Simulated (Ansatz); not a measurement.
MgO (Fm-3m), PBEsol, rigid bands in Ansatz (a quantum-chemistry and plane-wave program): N_c = 5.08e18 cm⁻³ at 300 K and an electron conductivity mass of 0.352 mₑ.

For 1e16 electrons per cm³ at 300 K, place the Fermi level, estimate the Seebeck coefficient of a parabolic band with constant τ, and give mobility and conductivity for τ = 10 fs.

The level lies k_BT ln(N_c/n) = 0.161 eV below the conduction-band minimum. S ≈ −(k_B/e)[ln(N_c/n) + 5/2] = -752 μV/K, against -752 μV/K from the full bands (mean over directions). μ = eτ/m = 50.0 cm²/(V·s) and σ = neμ = 0.0801 S/cm. τ is assumed, not computed.

Band transport and this doping are assumed; polarons and phonon drag are left out. Spin-orbit coupling is left out.
